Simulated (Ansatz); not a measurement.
Si (diamond structure), cut as (110) film, 5 layers, ended by OH; geometry relaxed with PBE. The in-plane lattice is held at the bulk value. With PBE (Ansatz, a program for electronic structure) the gap on the k-mesh of the run is 1.03 eV. k-points: Γ-centred 5×7×1 mesh; occupations: Fermi-Dirac, 0.020 eV; spin polarisation not allowed. Spin-orbit coupling is left out.

Q: What gap does HSE06 run with Ansatz give on the same geometry and mesh?

A: 1.62 eV, wider by 0.59 eV.
